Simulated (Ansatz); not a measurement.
Start from ZnS in the wurtzite structure (space group P6_3mc, No. 186; a = 3.8061 Å, c = 6.2447 Å).

The values are results of r2SCAN in Ansatz (plane waves to 500 eV, PAW, no spin-orbit coupling), not measurements.

Its conduction minimum is a single valley at Γ with mass 0.20 mₑ.

Perturbation: electron doping at 7.0×10^21 cm⁻³ (0.548 per cell), with a uniform compensating background at fixed cell and a 300 K Fermi–Dirac width.

Task: Where would a parabolic band put the Fermi level, and where does the calculation put it?

Result: k_F = (3π²n)^(1/3) = 0.592 Å⁻¹, so ħ²k_F²/2m = 6.8 eV above the band edge at zero temperature. The calculation gives 1.40 eV (to 0.05 eV): the band is strongly non-parabolic or higher valleys fill at this density.

Charged cell with a jellium background: band edges are those of the host's band count, energies are not comparable with the neutral cell, and many-body gap narrowing is missing. The levels and masses belong to the bands next to the band gap. Effective masses come from finite differences of ±0.01 Å⁻¹. No phonon test of stability was made.

Ansatz is a program for electronic structure.
